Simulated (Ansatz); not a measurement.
Take BeTe in the zinc blende structure (space group F-43m, No. 216; a = 5.664 Å) as the base.

Method: PBE (Ansatz, an electronic-structure program), spin-orbit coupling left out.

Strains are applied to the cell and any free atomic positions relax.

One change was made to it. Results:

| quantity | base | after |
|---|---|---|
| band gap | 2.03 eV | 2.06 eV |
| gap character | indirect, Γ → X | indirect, Γ → X |
| pressure | 0.01 GPa | -0.81 GPa |
| hole mass (degenerate bands, along [100]) | 0.20, 0.35, 0.35 mₑ (at Γ) | 0.20, 0.36, 0.36 mₑ (at Γ) |

**Question.** Which change produced these results?
A. isotropic strain −2.00 %
B. isotropic strain +3.00 %
C. isotropic strain −3.00 %
D. isotropic strain +0.50 %

**Answer.** D, isotropic strain +0.50 %. For comparison, the band gap in the other runs: isotropic strain −2.00 % gives 1.88 eV; isotropic strain −3.00 % gives 1.80 eV; isotropic strain +3.00 % gives 2.22 eV.

With Te present, leaving out spin-orbit coupling can change the band edges. Masses are band curvatures over ±0.01 Å⁻¹ around the edge. Stability against distortions was not tested.
